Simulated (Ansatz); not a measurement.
The parent structure is SiO2 in the rutile structure (space group P4_2/mnm, No. 136).

```yaml
crystal:
  lattice:
    - [4.15488, 0.00000, 0.00000]
    - [0.00000, 4.15488, 0.00000]
    - [0.00000, 0.00000, 2.66145]
  atoms:
    - { symbol: Si, position: [0.00000, 0.00000, 0.00000] }
    - { symbol: Si, position: [0.50000, 0.50000, 0.50000] }
    - { symbol: O, position: [0.30558, 0.30558, 0.00000] }
    - { symbol: O, position: [0.80558, 0.19442, 0.50000] }
    - { symbol: O, position: [0.19442, 0.80558, 0.50000] }
    - { symbol: O, position: [0.69442, 0.69442, 0.00000] }
```

Cartesian axes are those of the cell as printed.

Method: LDA in Ansatz (plane waves to 420 eV, PAW, scalar-relativistic without spin-orbit coupling).

Base values:

| Item | Value |
|---|---|
| Electron mass | 0.40 mₑ along c, 0.52 mₑ across (at Γ) |
| Valence-band top at Γ | 0.00, -0.91, -0.91 eV |

Perturbation: the cell is compressed by 1.20 % along z with no lateral relaxation; the atoms relax in the strained cell.

Q: How does this affect the electron mass?

A: The electron mass goes from 0.40 mₑ along c, 0.52 mₑ across (at Γ) to 0.42 mₑ along z, 0.53 mₑ across (at Γ).

Q: How does this affect the valence-band top at Γ?

A: The valence-band top at Γ (three highest levels, from the VBM) goes from 0.00, -0.91, -0.91 eV to 0.00, -0.93, -0.93 eV.

Q: What does the calculation give for the energy relative to the base after the change?

A: The energy goes up by 2.6 meV/atom.

The levels and masses belong to the bands next to the band gap. Masses are band curvatures over ±0.01 Å⁻¹ around the edge. Whether these cells are dynamically stable was not tested.

Ansatz is a quantum-chemistry and plane-wave program.
